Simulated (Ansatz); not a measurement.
Base system: C in the diamond structure (space group Fd-3m, No. 227; a = 3.5538 Å).

Modification: cell and atoms relaxed at a pressure of 3 GPa.

Levels (all Ansatz, a program for electronic structure, PAW): PBEsol (420 eV, no spin-orbit coupling); HSE06+SOC (420 eV, with spin-orbit coupling).

The geometry is relaxed with PBEsol.

- PBEsol valence-band top at Γ: 0.00, 0.00, 0.00 eV
- PBEsol lowest conduction level above the VBM at special points: X 4.64 eV; K 5.58 eV; U 5.58 eV; Γ 5.59 eV

Problem. What does HSE06+SOC give at this geometry for the valence-band top at Γ and lowest conduction level above the VBM at special points?

Solution. The valence-band top at Γ (three highest Kramers pairs, from the VBM) goes from 0.00, 0.00, 0.00 eV to 0.00, 0.00, -0.01 eV; the lowest conduction level above the VBM at special points becomes X 5.95 eV; K 6.94 eV; U 6.94 eV; Γ 7.02 eV (PBEsol: X 4.64 eV; K 5.58 eV; U 5.58 eV; Γ 5.59 eV). The threefold valence maximum splits by Δso ≈ 14 meV.

Single points use the geometry relaxed with PBEsol. HSE06 gaps are upper bounds (no full band path). The spin-orbit shifts are approximate. The levels and masses belong to the bands next to the band gap. Load acts through the strain it causes; cell and atoms are relaxed under it. Whether these cells are dynamically stable was not tested.
